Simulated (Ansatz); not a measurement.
Habitual settings against a tight run: As (R-3m, 2 atoms in the cell)

Self-consistent single point.

```yaml
crystal:
  lattice:
    - [1.83179, 1.05758, 3.61432]
    - [-1.83179, 1.05758, 3.61432]
    - [0.00000, -2.11517, 3.61432]
  atoms:
    - { symbol: As, position: [0.22443, 0.22443, 0.22443] }
    - { symbol: As, position: [0.77557, 0.77557, 0.77557] }
```

Level of theory: PBE, PAW files (plane waves; Ansatz, a quantum-chemistry and plane-wave program).

Base settings: basis.ecutwfc = 420 eV; kpoints.mp_grid.grid = 11 11 11; hamiltonian.xc = pbe; hamiltonian.pseudopotentials = {kind: paw} (the program's default PAW files); scf.occupations.method = methfessel_paxton; scf.occupations.width = 0.1 eV.

Tight run (finer mesh or higher cutoff; not a proven limit): basis.ecutwfc: 420 eV → 590 eV; kpoints.mp_grid.grid: 11 11 11 → 15 15 15; scf.convergence.dr2_threshold: default (1e-07 eV) → 1e-09 eV. It gave Fermi level (on the code's own zero) 10.86 eV; pressure 8.07 GPa; largest force (vector length) 0.840 eV/Å.

Quick runs, as changes from the base:
- A: the base itself
- B: basis.ecutwfc: 420 eV → 250 eV; kpoints.mp_grid.grid: 11 11 11 → 6 6 6; hamiltonian.xc: pbe → lda; scf.occupations.method: methfessel_paxton → cold; scf.occupations.width: 0.1 eV → 0.136 eV; scf.convergence.dr2_threshold: default (1e-07 eV) → 0.0001 eV [LDA (PW92)]
- C: basis.ecutwfc: 420 eV → 210 eV; kpoints.mp_grid.grid: 11 11 11 → 8 8 8; scf.occupations.method: methfessel_paxton → cold; scf.occupations.width: 0.1 eV → 0.272 eV
- D: kpoints.mp_grid.grid: 11 11 11 → 4 4 4
- E: basis.ecutwfc: 420 eV → 295 eV; kpoints.mp_grid.grid: 11 11 11 → 4 4 4; hamiltonian.xc: pbe → lda [LDA (PW92)]
- F: basis.ecutwfc: 420 eV → 335 eV; kpoints.mp_grid.grid: 11 11 11 → 2 2 2; hamiltonian.xc: pbe → lda [LDA (PW92)]

Energies are extrapolated to zero smearing width, which holds to low order in the width alone.

Dashes: energy of B, E, F, another energy zero.

† marks runs with another functional, U, potentials or spin treatment: their distance from the tight run is not a convergence error alone.

The count of work is k-points × plane waves × bands × iterations; it is no time. 

Pressures in the table are Ansatz's without its Pulay estimate, at a fixed set of plane waves; the tight run's value above holds the estimate.

The starting cell comes from a database of computed structures (which also holds hypothetical and non-ambient phases and stackings), without a prior relaxation at this level. Its lattice was rescaled by a random factor within 2.5 % of one. In the base run, with a pressure of about 8 GPa the cell is away from its equilibrium volume at this level.

| run | energy less tight (meV/atom) | pressure less tight (GPa) | largest miss in a force vector (eV/Å) | count of work / tight |
|---|---|---|---|---|
| A | -1.0 | -0.07 | 0.000 | 0.18 |
| B† | – | -43.83 | 0.346 | 0.013 |
| C | 3619.2 | -140.65 | 0.143 | 0.032 |
| D | -27.8 | -0.15 | 0.262 | 0.016 |
| E† | – | -11.44 | 0.495 | 0.0080 |
| F† | – | 3.84 | 2.114 | 0.0036 |

Among the runs at the tight run's level, the energy misses run from 1.0 to 3619.2 meV/atom.

Keys are those of Ansatz 0.2.
